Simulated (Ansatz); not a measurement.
Start from CdS in the wurtzite structure (space group P6_3mc, No. 186).

```xyz
4
Lattice="4.1962 0.0000 0.0000 -2.0981 3.6341 0.0000 0.0000 0.0000 6.8295" Properties=species:S:1:pos:R:3 pbc="T T T"
Cd     2.0981     1.2114     3.4132
Cd     0.0000     2.4227     6.8279
S      2.0981     1.2114     0.8416
S      0.0000     2.4227     4.2564
```

Cartesian axes are those of the cell as printed.

Calculations: plane-wave PAW DFT at the PBE level (Ansatz, a program for electronic structure, 420 eV), no SOC.

For the base:

The band gap comes out as 1.11 eV. The pressure is 0.0 kbar.

Perturbation: the cell is stretched by 3.00 % along z with no lateral relaxation, atoms relaxed at fixed cell.

Q: What happens to the band gap?

A: The band gap shrinks by 0.126 eV to 0.99 eV.

Q: What happens to the pressure?

A: The pressure (mean of the normal stresses, compression positive) goes from zero to -14.9 kbar.

The cells carry an imposed strain or load. Whether these cells are dynamically stable was not tested.
